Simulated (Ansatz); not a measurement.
```
MgSe
1.0
    3.77281     0.00000     0.00000
    1.88640     3.26735     0.00000
    1.88640    -1.08912     3.20068
Mg Se
1 1
Cartesian
  0.00000   0.00000   0.00000
  1.88640   1.08912   1.60034
```

No spin polarisation.

Computed with r2SCAN in Ansatz (plane waves to 500 eV, PAW, spin-orbit coupling left out). Settings: 10×10×10 k-points, 0.05 eV Fermi–Dirac smearing.

**Question.** What gap character does the calculation give?

**Answer.** Indirect, Γ → F.

**Question.** Predict the band gap.

**Answer.** 2.38 eV.

**Question.** What is the computed valence-band top at Γ (three highest levels, from the VBM)?

**Answer.** 0.00, 0.00, -0.41 eV.

The cells carry an imposed strain or load. Whether these cells are dynamically stable was not tested. The cell was made from MgSe in the rock salt structure (space group Fm-3m, No. 225) by this change: biaxial strain −2.50 %, plane normal [111], relaxed out of plane.

Ansatz is an electronic-structure program.
